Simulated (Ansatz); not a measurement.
We consider cubic perovskite KMgF3, described by PBEsol (PAW; Ansatz, a first-principles code).

Numerical settings: plane-wave cutoff 520 eV, 8×8×8 k mesh, Fermi–Dirac smearing 0.01 eV, scalar-relativistic PAW data made under PBE.

The cell has the measured lattice parameters. Conventional cell: a = 3.9897 Å, b = 3.9897 Å, c = 3.9897 Å, α = 90.00°, β = 90.00°, γ = 90.00°.

```
KMgF3
1.0
    3.98970     0.00000     0.00000
    0.00000     3.98970     0.00000
    0.00000     0.00000     3.98970
K Mg F
1 1 3
Direct
  0.00000   0.00000   0.00000
  0.50000   0.50000   0.50000
  0.50000   0.00000   0.50000
  0.00000   0.50000   0.50000
  0.50000   0.50000   0.00000
```

Task: List the 18 lowest band energies at Γ above −25 eV (eV, relative to the valence band maximum), grouping those that round alike.

Result: At Γ: -20.00, -19.33 (×2), -9.04 (×3), -2.43 (×3), -0.63 (×3), -0.32 (×3), 7.12, 9.95 (×2).

Note: cell and atoms aren't relaxed at this level.
